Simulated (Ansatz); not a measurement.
Consider Sn in the diamond structure (space group Fd-3m, No. 227; a = 6.5402 Å; relaxed with 0.1 eV smearing). Axes: x, y, z lie along the cube axes.

Method: PBEsol (Ansatz, a first-principles code; PAW; 420 eV plane waves; no SOC).

Base values:

The pressure comes out as 0.0 GPa. The shortest interatomic distance is 2.832 Å.

The change: biaxial strain −0.83 %, plane normal [111], relaxed out of plane (Cartesian); in-plane vectors clamped, the third vector and the atoms free.

Q: How does this affect the pressure and shortest interatomic distance?

A: The pressure (mean of the normal stresses, compression positive) goes from zero to 0.5 GPa; the shortest interatomic distance falls by 0.0135 Å to 2.818 Å.

Stability against distortions was not tested.
